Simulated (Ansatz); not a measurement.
Input and output of a self-consistent single point for Cs₂TiI₆O₁₈ (R-3, 27 atoms in the cell) (Ansatz, a quantum-chemistry and plane-wave program).

Computed with r2SCAN-D3BJ-ATM, default PAW files made with PBE (plane waves; Ansatz).

```xyz
27
Lattice="5.8596 3.3831 3.8955 -5.8596 3.3831 3.8955 0.0000 -6.7661 3.8955" Properties=species:S:1:pos:R:3 pbc="T T T"
Cs     0.0000     0.0000     1.9011
Cs     0.0000     0.0000     9.7854
Ti     0.0000     0.0000     5.8432
I      3.3330     0.4903     4.5969
I     -2.0911     2.6413     4.5969
I     -1.2419    -3.1316     4.5969
I     -3.3330    -0.4903     7.0896
I      2.0911    -2.6413     7.0896
I      1.2419     3.1316     7.0896
O      1.4710     0.4580     4.6456
O     -1.1321     1.0449     4.6456
O     -0.3389    -1.5029     4.6456
O     -1.4710    -0.4580     7.0408
O      1.1321    -1.0449     7.0408
O      0.3389     1.5029     7.0408
O      3.5488     1.3227     6.1836
O     -2.9199     2.4120     6.1836
O     -0.6289    -3.7347     6.1836
O     -3.5488    -1.3227     5.5029
O      2.9199    -2.4120     5.5029
O      0.6289     3.7347     5.5029
O      3.4668     1.8809     3.4735
O     -3.3623     2.0619     3.4735
O     -0.1045    -3.9427     3.4735
O     -3.4668    -1.8809     8.2130
O      3.3623    -2.0619     8.2130
O      0.1045     3.9427     8.2130
```

Reference input (self-consistent single point, DFT, r2SCAN, plane waves, default PAW files made with PBE): basis.ecutwfc = 500 eV; kpoints.mp_grid.grid = 3 3 3; hamiltonian.xc = r2scan; hamiltonian.pseudopotentials = {kind: paw} (the program's default PAW files); scf.occupations.method = fermi_dirac; scf.occupations.width = 0.05 eV. This run's input differs from it in these lines:

```diff
@@ -40,2 +40,3 @@
   xc: r2scan
+  dispersion: d3bjatm
   pseudopotentials: { kind: paw }
```

The program printed (abridged):

```
SCF iter   1: F=—  HF=-69258.141068 eV  |F-HF|=—  |Δ(HF+E_count)|=         —  Δρ=1.11e-2  dr2=8.86e-1  dr2_τ=1.49e0  ethr=1.77e-3  ⟨swp⟩=6.0  Hψ=4171  notcnv=0  defer=29
all-band conjugate gradients solve this SCF's bands
preconditioner: auto → Resta (q_TF=auto, 2.445 Å⁻¹)
SCF iter   2: F=—  HF=-69258.369986 eV  |F-HF|=—  |Δ(HF+E_count)|=   2.29e-1  Δρ=5.78e-3  dr2=9.92e-2  dr2_τ=2.64e-2  ethr=3.69e-4  ⟨swp⟩=3.0  Hψ=1824  notcnv=0  defer=120
   [... lines left out ...]
SCF iter   8: F=—  HF=-69258.355876 eV  |F-HF|=—  |Δ(HF+E_count)|=   1.25e-6  Δρ=2.09e-5  dr2=2.22e-6  dr2_τ=2.19e-7  ethr=2.56e-9  ⟨swp⟩=2.0  Hψ=1482  notcnv=0  defer=120
SCF iter   9: F=—  HF=-69258.355876 eV  |F-HF|=—  |Δ(HF+E_count)|=   2.71e-7  Δρ=5.46e-6  dr2=2.09e-7  dr2_τ=1.64e-8  ethr=9.25e-10  ⟨swp⟩=2.0  Hψ=1132  notcnv=0  defer=120
SCF iter  10: F=-69258.355876 eV  HF=-69258.355876 eV  |F-HF|=2.67e-8  |Δ(HF+E_count)|=   4.16e-8  Δρ=3.61e-6  dr2=5.70e-8  dr2_τ=7.54e-9  ethr=4.17e-11  ⟨swp⟩=13.7  Hψ=4655  notcnv=0
SCF 1 converged in 10 iterations: F = -69258.355876 eV  dr2 = 5.70e-8
Free energy (F): -69258.355876 eV
Internal energy: -69258.355876 eV  (E = F + TS)
E sigma→0 (E₀):  -69258.355876 eV
Fermi energy:    6.594629 eV
--- Forces (eV/Å), atoms counted from 1 ---
  atom   1  Cs     0.00000000    -0.00000000     0.03379651
  atom   2  Cs     0.00000000     0.00000000    -0.03379651
  atom   3  Ti     0.00000000     0.00000000    -0.00000000
  atom   4  I      0.02893011    -0.16911394    -0.07683935
  atom   5  I      0.13199192     0.10961119    -0.07683933
   [... 18 lines left out ...]
  atom  24  O      0.08442455    -0.01989912    -0.04975093
  atom  25  O      0.02497913    -0.08306337     0.04975092
  atom  26  O      0.05944542     0.06316424     0.04975093
  atom  27  O     -0.08442455     0.01989912     0.04975093
--- Stress (GPa, compression-positive) ---
       -0.310308      -0.000001      -0.000000
        0.000001      -0.310308      -0.000000
        0.000000      -0.000000      -0.196731
  P = ⅓ Tr σ = -0.2724 GPa (-2.724 kbar)
  The stress holds the Pulay correction. Without it, at fixed plane waves, as pw.x and ABINIT print it: P = -0.3334 GPa
```

The run converged in 10 iterations. Against the reference run the pressure goes from 0.32 to -0.27 GPa, the largest force stays at 0.188 eV/Å and the gap on the mesh stays at 3.099 eV.

The starting cell comes from a database of published, mostly measured structures (it also holds non-ambient and calculated ones), without a prior relaxation at this level. Its lattice was rescaled by a random factor within 2.5 % of one. Spin-orbit coupling is off. Ansatz's pressure includes its estimate of the finite-basis (Pulay) stress.

Cost on one core of a shared machine: roughly 50 s.

Keys are those of Ansatz 0.2.
